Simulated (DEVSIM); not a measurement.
Structure: Pt/SiO2/n-Si capacitor, at 300 K.

| layer (left to right) | material | thickness (nm) | Nd (cm⁻³) |
|---|---|---|---|
| 1 | SiO2 | 25.0 | - |
| 2 | Si | 4400 | 1.7e16 |

Metal gate on the left, work function 5.6 eV. Fixed charge at the semiconductor interface 0 cm⁻² (in units of +e); interface traps 5.4e11 cm⁻² eV⁻¹, uniform in energy, neutral level at 0.5 of the gap above the valence band.

Constants are typed, rounded textbook-type inputs, not results; the design itself was drawn at random and stands for no fabricated device. Values at 300 K.

```csv
parameter,SiO2,Si
gap (eV),9,1.124
affinity (eV),0.9,4.05
permittivity,3.9,11.7
Nc (cm⁻³),-,2.86e19
Nv (cm⁻³),-,3.1e19
```

Model (solved in DEVSIM): 1D Poisson equation in equilibrium, Boltzmann statistics, complete ionisation; no quantum confinement or tunnelling. Metal contacts follow the ideal Schottky-Mott rule: no Fermi-level pinning, no interface dipoles.

The interface trap density was swept, all else fixed.

```
interface trap density (cm^-2 eV^-1)  flat-band voltage (V)  minimum of the low-frequency capacitance (μF/cm²)
------------------------------------  ---------------------  -------------------------------------------------
0                                                      1.36                                             0.0375
1e10                                                   1.36                                             0.0384
1e11                                                   1.40                                             0.0453
3e11                                                   1.49                                                  …
5.4e11                                                 1.59                                             0.0686
1e12                                                   1.79                                             0.0832
2e12                                                   2.22                                              0.101
```

Problem. What belongs in the gaps?

Solution. 
- 3e11, minimum of the low-frequency capacitance (μF/cm²): 0.0570
